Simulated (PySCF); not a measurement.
PySCF 2.14.0, PBE0/def2-svpd, df: Mo(O)(S)(NH2)(SH) ([NH2][Mo](=[O])(=[S])[SH]), 8 atoms. The geometry is a generated start, not checked to be a minimum at this level.

```json
{
  "task": "energy",
  "method": "pbe0",
  "basis": "def2-svpd",
  "two_electron_scheme": "density fitting",
  "mol.max_memory": "3000 MB",
  "mf.max_cycle": "100",
  "mf.diis_space": "8 (default)",
  "mf.conv_tol": "1e-09 (default)",
  "mf.grids.level": "3 (default)",
  "effective_core_potentials": "those of the basis set, past Kr",
  "basis_functions": "155",
  "grid_points": "117608"
}
```

```xyz
8

Mo     0.4189    -0.1315     0.4680
O      0.8349     1.1661     1.3802
S      1.5877    -1.9171     0.6395
N      0.3087     0.3070    -1.3691
H      0.2061     1.2440    -1.7644
H      0.4735    -0.3376    -2.1473
S     -1.7099    -0.7706     1.1982
H     -2.1200     0.4399     1.5950
```

Charge 0 and multiplicity 1 are set for this test and not shown to be the ground state.

With the defaults (mf.DIIS = CDIIS, mf.diis = true, mf.level_shift = 0, mf.init_guess = minao) it converges in 15 Fock builds. One run each on 2 threads, 1 BLAS thread, with these changes:
- mf.level_shift = 0.3 Hartree
- mf.DIIS = EDIIS
- mf.diis = false
- mf.level_shift = 0.1 Hartree
- mf.init_guess = 1e
- mf.level_shift = 1 Hartree
- mf.init_guess = mod_huckel
- mf.init_guess = huckel
- mf.DIIS = ADIIS

### Question
Which of these changes keep the SCF from converging, or lead it to another solution?

### Answer
No convergence: mf.DIIS = EDIIS; mf.diis = false (the run ends without SCF convergence in 100 cycles). The rest reach the solution of the defaults.

```json
[
 {"setting": "the defaults", "Fock builds": "15", "end": "same solution"},
 {"setting": "mf.level_shift = 0.1 Hartree", "Fock builds": "16", "end": "same solution"},
 {"setting": "mf.init_guess = mod_huckel", "Fock builds": "19", "end": "same solution"},
 {"setting": "mf.level_shift = 0.3 Hartree", "Fock builds": "20", "end": "same solution"},
 {"setting": "mf.init_guess = huckel", "Fock builds": "21", "end": "same solution"},
 {"setting": "mf.init_guess = 1e", "Fock builds": "23", "end": "same solution"},
 {"setting": "mf.DIIS = ADIIS", "Fock builds": "28", "end": "same solution"},
 {"setting": "mf.level_shift = 1 Hartree", "Fock builds": "45", "end": "same solution"},
 {"setting": "mf.DIIS = EDIIS", "Fock builds": "101", "end": "no convergence"},
 {"setting": "mf.diis = false", "Fock builds": "101", "end": "no convergence"}
]
```
